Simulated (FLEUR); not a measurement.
FLEUR run on NiO (Fm-3m, 4 atoms in the cell): self-consistent single point.

Level of theory: PBE, all-electron FLAPW (FLEUR), scalar-relativistic valence.

The change in words: lattice scaled by 0.98. Reference geometry:
```
NiO
1.0
    4.18000     2.09000     2.09000
    2.09000     4.18000     2.09000
    2.09000     2.09000     4.18000
Ni O
2 2
Cartesian
  0.00000   0.00000   0.00000
  4.18000   4.18000   4.18000
  2.09000   2.09000   2.09000
  6.27000   6.27000   6.27000
```
Moments meant for the start (each program seeds them in its own way; μB, in the order of the atoms Ni Ni O O): 2.0 -2.0 0.0 0.0.

Reference input (self-consistent single point, DFT, PBE, all-electron FLAPW (FLEUR), scalar-relativistic valence): Kmax = 4.6 1/bohr; GmaxXC = 18.4 1/bohr; xcFunctional = pbe; jspins = 2; l_soc = F; mode = hist; fermiSmearingEnergy = 0.00073499 Htr; mesh (inpgen div1-3) = 6 6 6; inpgen gamma flag = true; Gmax = 18.4 1/bohr; numbands = 0; maxIterBroyd = 15. This run's input differs from it in these lines:

```diff
@@ -3,5 +3,5 @@
 &input film=f /
-4.1800000000 2.0900000000 2.0900000000
-2.0900000000 4.1800000000 2.0900000000
-2.0900000000 2.0900000000 4.1800000000
+4.0964000000 2.0482000000 2.0482000000
+2.0482000000 4.0964000000 2.0482000000
+2.0482000000 2.0482000000 4.0964000000
 1.8897261246
@@ -45,5 +45,5 @@
          <bravaisMatrix>
-            <row-1>    7.8990552008279993     3.9495276004139996     3.9495276004139996</row-1>
-            <row-2>    3.9495276004139996     7.8990552008279993     3.9495276004139996</row-2>
-            <row-3>    3.9495276004139996     3.9495276004139996     7.8990552008279993</row-3>
+            <row-1>    7.7410740968114400     3.8705370484057200     3.8705370484057200</row-1>
+            <row-2>    3.8705370484057200     7.7410740968114400     3.8705370484057200</row-2>
+            <row-3>    3.8705370484057200     3.8705370484057200     7.7410740968114400</row-3>
          </bravaisMatrix>
```

Output, abridged:

```
 Iteration:     1   Distance:      36.83940395 me/bohr^3
 Iteration:     2   Distance:      34.01267042 me/bohr^3
 Iteration:     3   Distance:      18.41828293 me/bohr^3
 Iteration:     4   Distance:      14.90633354 me/bohr^3
 Iteration:     5   Distance:      12.34652648 me/bohr^3
   [... 12 lines left out ...]
 Iteration:    18   Distance:       0.00011182 me/bohr^3
 Iteration:    19   Distance:       0.00004290 me/bohr^3
 Iteration:    20   Distance:       0.00003045 me/bohr^3
 Iteration:    21   Distance:       0.00000687 me/bohr^3
 Run finished successfully
 Stop message:
   Structural relaxation: Done

[file out, last iteration]
             iter=     22
[...]
          total density-effective poten   -5.0554381201E+03
          total charge density-energy d   -1.4437147232E+02
 Updated energy parameters for spin:           1
 Updated energy parameters for spin:           2
[...]
 fermi energy and band-weighting factors:
    1.142971    1.235212

[...]
FERMIE:
          first approx. to ef    (T=0)  :   0.359791 htr   (energy of the highest occ. eigenvalue)
          number of occ. states  (T=0)  :       1408
          first approx. to seigv (T=0)  : -17.927205 htr
          sum of weights of occ. states :  44.000000
          sum of semicore charge        :   0.000000 e
FERHIS:  Fermi-Energy by histogram:
   [... lines left out ...]
          bandgap                     :   0.036934 htr
          charge neutrality (T=0)     :   0.000000    (zero if the highest occ. eigenvalue is "entirely" occupied)
 Direct bandgap for spin            1 :    4.8319606302141827E-002  Htr
 Direct bandgap for spin            2 :    4.8319606689960548E-002  Htr
 ---->    free energy=                     -3192.0984009145 htr
   [... lines left out ...]
 TOTAL FORCE FOR ATOM TYPE=  1  X=  0.000   Y=  0.000   Z=  0.000
                       FX_TOT= 0.000000 FY_TOT= 0.000000 FZ_TOT= 0.000000
 TOTAL FORCE FOR ATOM TYPE=  2  X=  7.741   Y=  7.741   Z=  7.741
                       FX_TOT= 0.000000 FY_TOT= 0.000000 FZ_TOT= 0.000000
 TOTAL FORCE FOR ATOM TYPE=  3  X=  3.871   Y=  3.871   Z=  3.871
                       FX_TOT= 0.000000 FY_TOT= 0.000000 FZ_TOT= 0.000000
 Structural relaxation: Done
```

The run converged in 21 iterations. FLEUR gives forces in its relaxation mode, with a further iteration, so its stop message speaks of a relaxation. Against the reference run the free energy rises by 32.4 meV/atom and the gap on the mesh hardly changes (1.013 to 1.005 eV).

The starting cell has typed, rounded lattice constants, without a prior relaxation at this level. For this run, on top of that: lattice scaled by 0.98. The magnetic order is the one reached from the typed start; others were not searched systematically. Values depend on the basis (sphere radii, cutoffs, local orbitals), which need not be converged.

Cost on one core of a shared machine: roughly 6 min.
